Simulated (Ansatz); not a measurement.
Start from Ru in the hcp (Mg type) structure (space group P6_3/mmc, No. 194; a = 2.692 Å, c = 4.246 Å).

The values are results of DFT with PBEsol, PAW potentials and a 420 eV plane-wave cutoff in Ansatz (a program for electronic structure), scalar-relativistic without spin-orbit coupling, earlier PAW set, not measurements.

Base values:

The lattice parameter a is 269.2 pm.

It is then changed as follows: a negative pressure, −2 GPa.

### Question
Predict the new lattice parameter a.

### Answer
The lattice parameter a rises by 0.55 pm, from 269.2 pm to 269.7 pm.

Load acts through the strain it causes; cell and atoms are relaxed under it. Stability against distortions was not tested. All final runs are without spin polarisation.
